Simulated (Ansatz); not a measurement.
## NiAl (Pm-3m): band-structure transport figures

Given:

```yaml
crystal:
  lattice:
    - [2.89240, 0.00000, 0.00000]
    - [0.00000, 2.89240, 0.00000]
    - [0.00000, 0.00000, 2.89240]
  atoms:
    - { symbol: Al, position: [0.50000, 0.50000, 0.50000] }
    - { symbol: Ni, position: [0.00000, 0.00000, 0.00000] }
```

Method: PBE, rigid bands (plane waves, PAW, scalar-relativistic; Ansatz, a quantum-chemistry and plane-wave program). Condition of this run: functional PBE, cell relaxed with it. How the cell was made: cell and atoms relaxed with PBE.

```json
{
  "density of states at the Fermi level": "0.835 states/(eV·cell), both spins",
  "bare Sommerfeld coefficient": "0.98 mJ/(mol of atoms·K²)",
  "drude_plasma_energy": "7.1 eV",
  "root-mean-square Fermi velocity": "7.5e5 m/s",
  "resistivity times τ": "9.7 ×10⁻²² Ω·m·s"
}
```

A metal at this level (no band gap); rigid bands, thermally averaged at 300 K, both spins. Spin-orbit coupling is left out. τ is one relaxation time for all states.

Treated as nonmagnetic (a ferromagnetic start lost its moment, other orders weren't tried): NiAl (Pm-3m).
